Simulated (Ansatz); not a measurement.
Base system: MgS in the rock salt structure (space group Fm-3m, No. 225; a = 5.182 Å).

It is then changed as follows: cell and atoms relaxed at a pressure of 0.7 GPa.

Levels (all Ansatz, a first-principles code, PAW): PBEsol (420 eV, without spin-orbit coupling); r2SCAN (500 eV, spin-orbit coupling left out); HSE06 (420 eV, no spin-orbit coupling).

One geometry, relaxed with PBEsol, under each level:

Notes on the quantities. hole mass: degenerate bands, along [100].

```tsv
level	band gap	lowest conduction level above the VBM at special points	electron mass	hole mass	pressure
PBEsol	2.74 eV	X 2.74 eV; Γ 3.76 eV; U 3.84 eV; K 3.84 eV	0.53 mₑ along k, 0.29 mₑ across (at X)	0.25, 0.91, 0.91 mₑ (at Γ)	0.70 GPa
r2SCAN	3.51 eV	X 3.51 eV; Γ 4.82 eV; U 4.58 eV; K 4.58 eV	0.53 mₑ along k, 0.30 mₑ across (at X)	0.28, 0.91, 0.91 mₑ (at Γ)	1.75 GPa
HSE06	3.85 eV	X 3.85 eV; Γ 5.01 eV; U 4.99 eV	–	–	–
```

Single points use the geometry relaxed with PBEsol. Their cutoffs differ, which shifts pressures a little. The hybrid gap comes from the SCF mesh plus the semilocal run's edge points and a few special points and is an upper bound. Load acts through the strain it causes; cell and atoms are relaxed under it. Masses are band curvatures over ±0.01 Å⁻¹ around the edge. Along k means along the line from Γ to the band edge. Stability against distortions was not tested.
